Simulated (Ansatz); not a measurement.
**Ru: stress against strain**

Ru (hcp, P6_3/mmc, 13.093 Å³/atom at rest, c along z) under an equal strain ε in the (0001) plane with the normal axis free, as in a coherent film. LDA in Ansatz, a plane-wave DFT program (PAW, default set), 420 eV, 25×25×14 Γ-centred mesh, Fermi-Dirac smearing 0.10 eV; ions are relaxed within the symmetry of each cell. Stress is positive for a compressed cell.

Here s stands for strain and y for stress xx.

| strain (%) | stress xx (GPa) |
|---|---|
| -3.00 | ? |
| -1.50 | 12.52 |
| -1.00 | 8.10 |
| -0.50 | 3.93 |
| 0.00 | 0.00 |
| 0.50 | -3.69 |
| 1.00 | -7.15 |
| 1.50 | -10.39 |

Fit y of the 7 rows that show it with a straight line. Means: s 0, y 0.474. About the means, the sum of products is -53.425 and the sum of squares of s is 7.0000; the slope is their ratio. Least squares gives y = 0.474 - 7.6321·s. Residuals (row less fit): 0.598, -0.006, -0.360, -0.474, -0.348, 0.008, 0.584; standard error 0.485 (degrees of freedom: 5). The slope gives the biaxial elastic modulus of this plane = 763 ± 18 GPa.

### Question
What does the fit predict for y at s = -3.00, and how far is the calculated value from it?

### Answer
y = 0.474 - 7.6321 × (-3.0) = 23.370 GPa. The calculation gives 27.47 GPa, 4.100 GPa above the prediction (10.8 % of the range of y in the table). The row lies outside the fitted rows, so this is an extrapolation. From the scatter of the fitted rows alone, a prediction at this place has a standard error of 0.755 GPa, so the miss is 5.4 times that.

One order more, fitted to all 13 runs of the series, follows each within 0.11, so the miss is the next term of a smooth law. In a metal these values are sensitive to mesh and smearing; energies are taken to zero smearing, stresses follow the free energy. Rows are the converged runs of the series near zero and its far end; series whose fitted rows scatter by over a few per cent of the range, as at a crossing or softening among them, aren't shown in this form. Most that stay on the fit to the last digits aren't either.
